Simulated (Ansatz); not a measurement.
Input:

End structure of a constructed model of the (000-1) surface of 4H silicon carbide, C-terminated, (√3x√3)R30° Ga adatom at T4 (bottom of the slab: 3 H on 3 bottom sites):

```
CELL_PARAMETERS angstrom
      4.64113     2.67956     0.00000
     -4.64113     2.67956     0.00000
      0.00000     0.00000    28.00000
ATOMIC_POSITIONS crystal
  Si 0.00000 0.33333 0.34737
  Si 0.33333 0.00000 0.34737
  Si 0.66667 0.66667 0.34737
  C  0.00000 0.00000 0.37001
  C  0.33333 0.66667 0.37001
  C  0.66667 0.33333 0.37001
  Si 0.00000 0.00000 0.43808
  Si 0.33333 0.66667 0.43748
  Si 0.66667 0.33333 0.43748
  C  0.00000 0.66420 0.46010
  C  0.33580 0.33580 0.46010
  C  0.66420 0.00000 0.46010
  Si 0.00000 0.65903 0.52823
  Si 0.34097 0.34097 0.52823
  Si 0.65903 0.00000 0.52823
  C  0.00000 0.00000 0.54558
  C  0.33333 0.66667 0.55282
  C  0.66667 0.33333 0.55282
  Si 0.00000 0.00000 0.61048
  Si 0.33333 0.66667 0.62434
  Si 0.66667 0.33333 0.62434
  C  0.00000 0.31642 0.64099
  C  0.31642 0.00000 0.64099
  C  0.68358 0.68358 0.64099
  H  0.00000 0.33308 0.29380
  H  0.33308 0.00000 0.29380
  H  0.66692 0.66692 0.29380
  Ga 0.00000 0.00000 0.69128
```

Set-up: 28 atoms, 11.5 Å thick at the start with caps and adatoms (thin: gaps and levels are the slab's own); mesh 6x6x1; 0.025 eV smearing; dipole correction on; single point; on the structure that PBE left under its start's symmetry; no spin, no spin-orbit, no U. In PBE it lies 0.17 eV a 1x1 cell over the lowest computed structure of the same composition ((√3x√3)R30° Ga adatom at H3).

Question: Give the gap of the slab on its k-mesh at the level r2SCAN, at the PBE geometry run with Ansatz (a first-principles code).

Answer: 0.86 eV

Question: Estimate the highest filled level below the top vacuum level that r2SCAN, at the PBE geometry returns for this input.

Answer: 4.55 eV
